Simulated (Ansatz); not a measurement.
The parent structure is NbAs (space group I4_1md, No. 109; a = 3.458 Å, c = 11.764 Å).

Method: r2SCAN (Ansatz, an electronic-structure program, PAW, without spin-orbit coupling).

For the base:

Lattice parameter a: 3.458 Å

The change: cell and atoms relaxed at a pressure of 9 GPa.

What does the calculation give for the lattice parameter a after the change?

The lattice parameter a shrinks by 0.045 Å, from 3.458 Å to 3.413 Å.

Load acts through the strain it causes; cell and atoms are relaxed under it. Whether these cells are dynamically stable was not tested. Competing high-pressure phases were not computed. The final runs are not spin-polarised.
